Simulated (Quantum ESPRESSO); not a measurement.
Worked example: self-consistent single point of CuSi₂P₃ (P3m1, 6 atoms in the cell) in Quantum ESPRESSO.

Level of theory: PBEsol, PseudoDojo standard norm-conserving (PBESOL) pseudopotentials (plane waves; Quantum ESPRESSO 7.5).

```xyz
6
Lattice="3.7320 0.0000 0.0000 -1.8660 3.2320 0.0000 0.0000 0.0000 9.0856" Properties=species:S:1:pos:R:3 pbc="T T T"
Si     1.8660     1.0773     0.7569
Si     0.0000     0.0000     3.9322
Cu     0.0000     2.1547     6.6960
P      0.0000     2.1547     9.0104
P      1.8660     1.0773     3.0408
P      0.0000     0.0000     6.0917
```

Reference input (self-consistent single point, DFT, PBEsol, plane waves, PseudoDojo standard norm-conserving (PBESOL) pseudopotentials): ecutwfc = 95 Ry; occupations = smearing; smearing = marzari-vanderbilt; degauss = 0.0099958 Ry; potentials = {Si: Si.upf, Cu: Cu.upf, P: P.upf}; K_POINTS = automatic 8 8 3 0 0 0; conv_thr = 1e-10 Ry. This run's input differs from it in these lines:

```diff
@@ -12,3 +12,3 @@
  ntyp = 3
- ecutwfc = 95
+ ecutwfc = 48
  occupations = 'smearing'
```

Output, abridged:

```
     Self-consistent Calculation

     iteration #  1     ecut=    48.00 Ry     beta= 0.70

     total energy              =    -430.85422105 Ry
     estimated scf accuracy    <       6.31008037 Ry

     iteration #  2     ecut=    48.00 Ry     beta= 0.70

     total energy              =    -428.65428097 Ry
     estimated scf accuracy    <      57.22205820 Ry

     iteration #  3     ecut=    48.00 Ry     beta= 0.70

     total energy              =    -434.53645978 Ry
     estimated scf accuracy    <      12.84682179 Ry

   [... 16 blocks of this kind left out ...]

     iteration # 20     ecut=    48.00 Ry     beta= 0.70

     total energy              =    -435.76395090 Ry
     estimated scf accuracy    <          1.1E-09 Ry

     iteration # 21     ecut=    48.00 Ry     beta= 0.70
     End of self-consistent calculation

     the Fermi energy is     8.5171 ev

!    total energy              =    -435.76395090 Ry
     estimated scf accuracy    <          4.9E-11 Ry
     smearing contrib. (-TS)   =      -0.00042955 Ry
     internal energy E=F+TS    =    -435.76352135 Ry

     convergence has been achieved in  21 iterations

     Forces acting on atoms (cartesian axes, Ry/au):

     atom    1 type  1   force =     0.00000000    0.00000000    0.00052520
     atom    2 type  1   force =     0.00000000   -0.00000000   -0.00532201
     atom    3 type  2   force =     0.00000000    0.00000000   -0.00221783
     atom    4 type  3   force =     0.00000000    0.00000000   -0.01235746
     atom    5 type  3   force =     0.00000000    0.00000000    0.00089788
     atom    6 type  3   force =     0.00000000   -0.00000000    0.01847422

     Total force =     0.022985     Total SCF correction =     0.000021

          total   stress  (Ry/bohr**3)                   (kbar)     P=    -1492.11
  -0.01015374   0.00000000   0.00000000        -1493.67        0.00        0.00
   0.00000000  -0.01015374  -0.00000000            0.00    -1493.67       -0.00
   0.00000000  -0.00000000  -0.01012201            0.00       -0.00    -1489.00

   JOB DONE.
```

The run converged in 21 iterations. Against the reference run the free energy goes up by 3.70 eV/atom, the pressure goes from -2.33 to -149.2 GPa and the largest force goes from 0.376 to 0.475 eV/Å.

The starting cell comes from a database of computed structures (which also holds hypothetical and non-ambient phases and stackings), without a prior relaxation at this level. Spin polarisation is off. At the lowered cutoff the pressure carries the error of an incomplete plane-wave basis. The run gives no clean gap (levels at the Fermi energy touch, overlap or are partly filled at this smearing), which alone does not show that the compound is a metal.

Cost on one core of a shared machine: roughly 90 s.
